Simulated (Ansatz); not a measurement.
## Re: pressure series

Consider Re in the hcp (Mg type) structure (space group P6_3/mmc, No. 194; a = 2.758 Å, c = 4.463 Å).

Cell and atoms are relaxed at each pressure.

The values are results of r2SCAN, PAW, 500 eV (Ansatz, an electronic-structure program; no SOC), not measurements.

| pressure (GPa) | volume per atom (Å³/atom) |
|---|---|
| -2 | 14.775 |
| -1 | 14.737 |
| 0 | 14.698 |
| 3 | 14.587 |
| 7 | 14.445 |
| 15 | ? |
| 30 | 13.747 |
| 50 | 13.258 |
| 100 | 12.320 |

Q: Fit the third-order Birch–Murnaghan form P(V) = (3B₀/2)[(V₀/V)^(7/3) − (V₀/V)^(5/3)]·[1 + (3/4)(B₀′ − 4)((V₀/V)^(2/3) − 1)] (squares taken in P) to the rows shown and predict the withheld row.

A: Least squares on the printed values gives V₀ = 14.698 Å³/atom, B₀ = 389 GPa, B₀′ = 4.2; this predicts 14.182 Å³/atom, and the run gives 14.181 Å³/atom, in agreement.

Load acts through the strain it causes; cell and atoms are relaxed under it. Stability against distortions was not tested. No other phases were tried under pressure. The final runs are not spin-polarised.
